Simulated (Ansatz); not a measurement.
The parent structure is ZnSe in the zinc blende structure (space group F-43m, No. 216; a = 5.6656 Å). Axes: x, y, z lie along the cube axes.

Computed with r2SCAN (Ansatz, an electronic-structure program; PAW; 500 eV plane waves; without spin-orbit coupling).

Perturbation: the cell is stretched by 2.00 % along z with no lateral relaxation; the atoms relax in the strained cell.

Q: Predict the stress tensor and what it implies for the stiffness.

A: Stress of the strained cell less that of the base (GPa, compression positive):
```
  -0.99    0.00    0.00
   0.00   -0.99    0.00
   0.00    0.00   -1.76
```

Then −Δσ_ii/ε with ε = 0.0200 gives secant stiffness values (nonlinear terms included at this strain): C33 ≈ 88 GPa, C13 ≈ 49 GPa and C23 ≈ 49 GPa.

No phonon test of stability was made.
